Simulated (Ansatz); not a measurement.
## GaAs: response to strain

Base system: GaAs in the zinc blende structure (space group F-43m, No. 216; a = 5.603 Å). Axes: x, y, z lie along the cube axes.

Strains are applied to the cell and any free atomic positions relax; under biaxial strain the out-of-plane vector relaxes too.

All numbers come from Ansatz (a first-principles code) LDA, no SOC.

Notes on the quantities. energy relative to the base: free energy F.

```json
[
 {"biaxial strain, plane normal [001], relaxed out of plane (%)": "0", "energy relative to the base (meV/atom)": "0.0"},
 {"biaxial strain, plane normal [001], relaxed out of plane (%)": "0.5", "energy relative to the base (meV/atom)": "0.4"},
 {"biaxial strain, plane normal [001], relaxed out of plane (%)": "1", "energy relative to the base (meV/atom)": "1.6"},
 {"biaxial strain, plane normal [001], relaxed out of plane (%)": "1.5", "energy relative to the base (meV/atom)": "?"},
 {"biaxial strain, plane normal [001], relaxed out of plane (%)": "2", "energy relative to the base (meV/atom)": "6.3"},
 {"biaxial strain, plane normal [001], relaxed out of plane (%)": "2.5", "energy relative to the base (meV/atom)": "9.8"}
]
```

Fit ΔE = Aε² + Bε³ (ε in %) to the rows shown and predict the withheld row.

Least squares on the printed values gives A = 1.61 and B = -0.017 meV/atom (largest residual 0.0 meV/atom); this predicts 3.6 meV/atom, and the run gives 3.6 meV/atom, in agreement.

Whether these cells are dynamically stable was not tested.
